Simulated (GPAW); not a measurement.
## Input and output of a self-consistent single point for Cu (Fm-3m, 1 atom in the cell) (GPAW)

Method of the run: PBE, GPAW PAW datasets PBE (gpaw-data 1.0.1) (plane waves; GPAW).

Input:

```python
from ase import Atoms
from ase.units import GPa
from gpaw import GPAW

atoms = Atoms(['Cu'],
              cell=[[0.000000, 1.805000, 1.805000],
                    [1.805000, 0.000000, 1.805000],
                    [1.805000, 1.805000, 0.000000]],
              positions=[[0.000000, 0.000000, 0.000000]],
              pbc=True)

calc = GPAW(mode={'name': 'pw', 'ecut': 800},
            xc='PBE',
            kpts=(21, 21, 21),
            occupations={'name': 'methfessel-paxton', 'width': 0.2, 'order': 0},
            nbands=-7,
            symmetry={'symmorphic': False, 'tolerance': 0.0005},
            maxiter=100)

atoms.calc = calc

energy = atoms.get_potential_energy()
print('Energy (eV):', round(energy, 6))
forces = atoms.get_forces()
print('Forces (eV/Ang):')
print(forces.round(5))
stress = atoms.get_stress()
print('Stress (GPa, Voigt):', (stress / GPa).round(4))
```

Log, with long lists cut:

```
Input parameters:
  kpts: [21 21 21]
  maxiter: 100
  mode: {ecut: 800,
         name: pw}
  nbands: -7
  occupations: {name: methfessel-paxton,
                order: 0,
                width: 0.2}
  symmetry: {symmorphic: False,
             tolerance: 0.0005}
  xc: PBE

species:
  Cu:
    name: Copper
    Z: 29.0
    valence: 11
    core: 18
    charge: 0.0
    file: Cu.PBE.gz

    # Using partial waves for Cu as LCAO basis

Reference energy: -45021.451841  # eV

Spin-paired calculation

Convergence criteria:
 Maximum [total energy] change in last 3 cyles: 0.0005 eV / valence electron
 Maximum integral of absolute [dens]ity change: 0.0001 electrons / valence electron
 Maximum integral of absolute [eigenst]ate change: 4e-08 eV^2 / valence electron
 Maximum number of scf [iter]ations: 100

Symmetries present (total): 48
Symmetries with fractional translations: 0
9261 k-points: 21 x 21 x 21 Monkhorst-Pack grid
286 k-points in the irreducible part of the Brillouin zone
       k-points in crystal coordinates                weights
   0:     0.00000000    0.00000000    0.00000000          1/9261
   1:     0.04761905    0.04761905    0.00000000          6/9261
   2:     0.04761905    0.04761905    0.04761905          8/9261
   [... 7 lines left out ...]
          ...
 285:     0.47619048    0.47619048    0.47619048          8/9261

Wave functions: Plane wave expansion
  Cutoff energy: 800.000 eV
  Number of coefficients (min, max): 584, 620
  Pulay-stress correction: 0.000000 eV/Ang^3 (de/decut=0.000000)

Occupation numbers: Methfessel-Paxton:
  width: 0.2000  # eV
  order: 0

Eigensolver

Densities:
  Coarse grid: 18*18*18 grid
  Fine grid: 36*36*36 grid
  Total Charge: 0.000000

Density mixing:
  Method: separate
  Backend: pulay
  Linear mixing parameter: 0.05
  old densities: 5
  Damping of long wavelength oscillations: 50

Hamiltonian:
  XC and Coulomb potentials evaluated on a 36*36*36 grid
  External potential:
    NoExternalPotential

XC parameters: PBE with 2 nearest neighbor stencil

Number of atoms: 1
Number of atomic orbitals: 9
Number of bands in calculation: 12
Number of valence electrons: 11
Bands to converge: occupied

Density initialized from atomic densities
  9 bands from LCAO basis set
  3 bands from random numbers

Atomic positions and initial magnetic moments

Positions:
   0 Cu     0.000000    0.000000    0.000000    ( 0.0000,  0.0000,  0.0000)

Unit cell:
           periodic     x           y           z      points  spacing
  1. axis:    yes    0.000000    1.805000    1.805000    18     0.1158
  2. axis:    yes    1.805000    0.000000    1.805000    18     0.1158
  3. axis:    yes    1.805000    1.805000    0.000000    18     0.1158

  Lengths:   2.552655   2.552655   2.552655
  Angles:   60.000000  60.000000  60.000000

Effective grid spacing dv^(1/3) = 0.1263

     iter     time        total  log10-change:
                         energy   eigst   dens
iter:   1 --:--:--    -4.656756
iter:   2 --:--:--    -4.291793   -2.27  -1.18
iter:   3 --:--:--    -3.726516   -1.49  -1.27
iter:   4 --:--:--    -3.724839   -3.85  -1.84
iter:   5 --:--:--    -3.700704   -3.10  -1.88
iter:   6 --:--:--    -3.700673   -4.08  -2.94
iter:   7 --:--:--    -3.700875c  -4.45  -3.29
iter:   8 --:--:--    -3.700680c  -5.50  -2.93
iter:   9 --:--:--    -3.700681c  -7.47c -4.32c

Converged after 9 iterations.

Dipole moment: (-0.000000, -0.000000, -0.000000) |e|*Ang

Energy contributions relative to reference atoms: (reference = -45021.451841)

Kinetic:        -12.566337
Potential:       +9.868928
External:        +0.000000
XC:              -1.087611
Entropy (-ST):   -0.007064
Local:           +0.087872
SIC:             +0.000000
--------------------------
Free energy:     -3.704213
Extrapolated:    -3.700681

Showing only first 2 kpts
 Kpt  Band  Eigenvalues  Occupancy
  0     3      5.06443    2.00000
  0     4      5.88776    2.00000
  0     5      5.88776    2.00000
  0     6     31.13615    0.00000

  1     3      5.09066    2.00000
  1     4      5.85818    2.00000
  1     5      5.89980    2.00000
  1     6     30.69148    0.00000

Fermi level: 8.13288

No gap
No difference between direct/indirect transitions
Energy (eV): -3.700681

Forces in eV/Ang:
  0 Cu   -0.00000    0.00000    0.00000

Stress tensor:
    -0.019476     0.000000     0.000000
     0.000000    -0.019476    -0.000000
     0.000000    -0.000000    -0.019476
Stress (GPa, Voigt): [-3.1204 -3.1204 -3.1204 -0.      0.      0.    ]
```

The run converged in 9 iterations. GPAW prints stress with tension positive.

The starting cell has typed, rounded lattice constants, without a prior relaxation at this level. Spin polarisation is off. With a pressure of about 3 GPa the cell is away from its equilibrium volume at this level.

Cost on one core of a shared machine: roughly 60 s.
